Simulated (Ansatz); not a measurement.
Gap of a one-dimensional Se body, 9 atoms a period at several levels, all on one geometry.

```
CELL_PARAMETERS angstrom
     17.00000     0.00000     0.00000
      0.00000    17.00000     0.00000
      0.00000     0.00000     4.92628
ATOMIC_POSITIONS crystal
  Se 0.41637 0.39772 0.90594
  Se 0.32147 0.43611 0.23780
  Se 0.33522 0.33814 0.56791
  Se 0.65533 0.35645 0.87844
  Se 0.59338 0.43324 0.21707
  Se 0.55982 0.33419 0.54078
  Se 0.55123 0.64167 0.21893
  Se 0.48448 0.56289 0.54730
  Se 0.45300 0.65548 0.88582
```

Levels: PBE+D3(BJ) (plane waves to 420 eV, PAW; Ansatz, an electronic-structure program); PBE+D3(BJ) with spin-orbit coupling in Ansatz; r2SCAN (plane waves to 500 eV, PAW; Ansatz); HSE06 run with Ansatz. Unmarked values and the geometry are of the first. Mesh 1×1×8. No spin polarisation. It repeats along c; a and b span vacuum. A hypothetical model. Only distortions within the start's symmetry and period were free. Values not marked SOC lack spin–orbit coupling. HSE06 ran on a 1×1×4 mesh and at PBE's edge points.

```json
[
 {"level": "PBE", "gap (eV)": "1.47"},
 {"level": "PBE+SOC", "gap (eV)": "[?]"},
 {"level": "r2SCAN", "gap (eV)": "1.72"},
 {"level": "HSE06", "gap (eV)": "2.36"}
]
```

Problem. Fill in the missing entries.

Solution. 
- PBE+SOC, gap (eV): 1.40
